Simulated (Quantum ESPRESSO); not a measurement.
**A short convergence ladder for Sn₂Ir (Fm-3m, 3 atoms in the cell)**

```xyz
3
Lattice="-3.1931 0.0000 3.1931 0.0000 3.1931 3.1931 -3.1931 3.1931 0.0000" Properties=species:S:1:pos:R:3 pbc="T T T"
Sn    -4.7896     4.7896     4.7896
Sn    -1.5965     1.5965     1.5965
Ir     0.0000     0.0000     0.0000
```

Base method: LDA (PZ), GBRV 1.5 ultrasoft (LDA) pseudopotentials (plane waves; Quantum ESPRESSO).

Base settings: ecutwfc = 40 Ry; ecutrho = 320 Ry; occupations = smearing; smearing = gaussian; degauss = 0.0073499 Ry; potentials = {Sn: sn_lda_v1.4.uspp.F.UPF, Ir: ir_lda_v1.2.uspp.F.UPF}; K_POINTS = automatic 4 4 4 0 0 0; conv_thr = 1e-10 Ry.

**Zone-centre phonons against the cutoff**

In this ladder: ph.x.tr2_ph = 1e-14; ph.x.fildyn = dyn.G; dynmat.x.fildyn = dyn.G; dynmat.x.asr = simple. Moved along: ecutrho.

The mesh stays at the base's, so the ladder's end is converged at best in this setting alone.

Frequencies are those of the unrelaxed cell, without the LO-TO term of polar crystals.

Only quantities that move along the ladder and can be compared are tabulated.

| ecutwfc | highest zone-centre frequency (cm⁻¹) | lowest optical frequency (cm⁻¹) |
|---|---|---|
| 20 Ry | 134.7 | 40.1 |
| 24 Ry | 127.6 | 53.5 |
| 28 Ry | 129.8 | 51.5 |
| 40 Ry | 129.8 | 57.3 |
| 48 Ry | 129.8 | 57.5 |

Coarsest ecutwfc that holds the highest zone-centre frequency within 1 cm⁻¹ of the last step, with all finer ones: 28 Ry; the step before is off by 2.2 cm⁻¹.

Coarsest ecutwfc that holds the lowest optical frequency within 2 cm⁻¹ of the last step, with all finer ones: 40 Ry; the step before is off by 6.1 cm⁻¹.

On the base run: the starting cell comes from a database of computed structures (which also holds hypothetical and non-ambient phases and stackings), without a prior relaxation at this level. Its lattice was rescaled by up to half a per cent. Spin polarisation is off. In the base run, with a pressure of about -5 GPa the cell is away from its equilibrium volume at this level. Without a gap this mesh is coarse (it stands for a supercell whose shortest vector is 18 Å).
